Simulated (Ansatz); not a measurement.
Consider AlN in the wurtzite structure (space group P6_3mc, No. 186; a = 3.107 Å, c = 4.978 Å).

The values are results of Ansatz (a first-principles code), r2SCAN, PAW, cutoff 500 eV, no SOC, earlier PAW set, not measurements.

For the base:

The density is 3.27 g/cm³, the valence-band top at Γ is 0.00, -0.22, -0.22 eV and the gap character comes out as direct at Γ.

Now apply this change: Ga takes the place of Al on all its sites, then cell and atoms are relaxed.

Q: Predict the new density, valence-band top at Γ and gap character.

A: The density rises by 2.84 g/cm³ (3.27 g/cm³ → 6.11 g/cm³); the valence-band top at Γ (three highest levels, from the VBM) goes from 0.00, -0.22, -0.22 eV to 0.00, 0.00, -0.04 eV; the gap character stays direct at Γ.

Whether these cells are dynamically stable was not tested.
